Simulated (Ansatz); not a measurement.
What biaxial strain −1.25 %, plane normal [111], relaxed out of plane does to BeS

Start from BeS in the zinc blende structure (space group F-43m, No. 216; a = 4.7964 Å). Axes: x, y, z lie along the cube axes.

Perturbation: compressive biaxial strain of 1.25 % in the plane normal to [111], as in epitaxy on a mismatched substrate; the out-of-plane cell vector and the atoms relax.

Level of theory: Kohn–Sham DFT with the LDA functional, run in Ansatz (an electronic-structure program) with PAW and 420 eV plane waves, spin-orbit coupling left out. Settings: 12×12×12 k-points, 0.05 eV Fermi–Dirac smearing.

The volume per atom falls by 0.27 Å³, from 13.79 Å³ to 13.52 Å³ and the space group goes from F-43m (No. 216) to R3m (No. 160). The shortest interatomic distance falls by 0.0335 bohr to 3.891 bohr and the energy grows by 3.4 meV/atom. The band gap falls by 0.10 eV (2.82 eV → 2.72 eV) and the gap character comes out as indirect, Γ → F. The smallest direct gap shrinks by 0.253 eV, from 5.49 eV to 5.23 eV and the valence-band top at Γ (three highest levels, from the VBM) goes from 0.00, 0.00, 0.00 eV to 0.00, 0.00, -0.16 eV. The out-of-plane strain amounts to +0.51 % and the ratio −ε⊥/ε∥ is 0.41. The mean in-plane stress (compression positive) amounts to +3.2 GPa.

Final structure (turned so that z lies along the plane normal):

```xyz
2
Lattice="3.3491 0.0000 0.0000 1.6746 2.9004 0.0000 1.6746 -0.9668 2.7834" Properties=species:S:1:pos:R:3 pbc="T T T"
Be     0.0000     0.0000     0.0061
S      3.3491     0.0000     2.0814
```

Whether these cells are dynamically stable was not tested. k-point labels follow each cell's own Brillouin zone.
